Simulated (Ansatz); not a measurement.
The parent structure is Ti in the hcp (Mg type) structure (space group P6_3/mmc, No. 194; relaxed with 0.1 eV smearing).

```yaml
crystal:
  lattice:
    - [2.90164, 0.00000, 0.00000]
    - [-1.45082, 2.51289, 0.00000]
    - [0.00000, 0.00000, 4.59296]
  atoms:
    - { symbol: Ti, position: [0.66667, 0.33333, 0.75000] }
    - { symbol: Ti, position: [0.33333, 0.66667, 0.25000] }
```

Calculations: PBEsol, PAW, 420 eV (Ansatz, a quantum-chemistry and plane-wave program; spin-orbit coupling left out).

Base values:

* **Pressure**: 0.0 GPa
* **Band gap**: zero

One thing is altered: the cell is scaled by 1.0250 in all directions, atoms relaxed at fixed cell.

Problem. How does this affect the energy relative to the base?

Solution. The energy rises by 33 meV/atom.

Problem. What happens to the pressure?

Solution. The pressure (mean of the normal stresses, compression positive) goes from zero to -7.7 GPa.

Problem. What happens to the band gap?

Solution. The band gap is still zero.

The cells carry an imposed strain or load. Stability against distortions was not tested. The final runs are not spin-polarised.
